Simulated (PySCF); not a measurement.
PySCF 2.14.0, unrestricted PBE0/def2-svp, df: Cu(F)(Br)(OH2)2 ([OH2]->[Cu](<-[OH2])([F])[Br]), charge 0, multiplicity 2, 9 atoms. The geometry is a generated start, not checked to be a minimum at this level.

- task = energy
- method = pbe0
- basis = def2-svp
- two-electron scheme = density fitting
- mol.max_memory = 3000 MB
- mf.max_cycle = 100
- mf.conv_tol = 1e-09 (default)
- mf.grids.level = 3 (default)
- basis functions = 125
- grid points = 122728

```xyz
9

Cu     0.9064    -0.3045     0.4518
F      1.4671     0.8279    -0.7913
Br     1.3165    -2.2018     1.4862
O     -0.8929    -0.6629    -0.9960
H     -0.9581    -1.6065    -1.1895
H     -0.5298    -0.2316    -1.7795
O     -0.2781     1.1869     1.2193
H     -1.1381     1.0281     0.8087
H      0.1070     1.9644     0.7903
```

Charge 0 and multiplicity 2 are set for this test and not shown to be the ground state.

With the defaults (mf.init_guess = minao, mf.DIIS = CDIIS, mf.damp = 0, mf.diis_start_cycle = 1, mf.diis = true, mf.diis_space = 8, mf.level_shift = 0) it converges in 25 Fock builds. One run each on 2 threads, 1 BLAS thread, with these changes:
- mf.damp = 0.3, mf.diis_start_cycle = 4
- mf.DIIS = EDIIS
- mf.init_guess = 1e
- mf.damp = 0.7, mf.diis_start_cycle = 999, mf.diis = false
- mf.diis_space = 5
- mf.init_guess = atom
- mf.level_shift = 0.3 Hartree
- mf.init_guess = mod_huckel
- mf.diis = false

Problem. Name the settings that don't reach the solution of the defaults.

Solution. No convergence: mf.init_guess = 1e; mf.DIIS = EDIIS; mf.diis = false; mf.damp = 0.7, mf.diis_start_cycle = 999, mf.diis = false (the run ends without SCF convergence in 100 cycles). Another solution: mf.damp = 0.3, mf.diis_start_cycle = 4 (580 meV higher). The rest reach the solution of the defaults.

| setting | Fock builds | end |
|---|---|---|
| mf.init_guess = atom | 24 | same solution |
| the defaults | 25 | same solution |
| mf.init_guess = mod_huckel | 29 | same solution |
| mf.diis_space = 5 | 36 | same solution |
| mf.level_shift = 0.3 Hartree | 41 | same solution |
| mf.damp = 0.3, mf.diis_start_cycle = 4 | 57 | other solution, 580 meV higher |
| mf.init_guess = 1e | 101 | no convergence |
| mf.DIIS = EDIIS | 101 | no convergence |
| mf.diis = false | 101 | no convergence |
| mf.damp = 0.7, mf.diis_start_cycle = 999, mf.diis = false | 101 | no convergence |
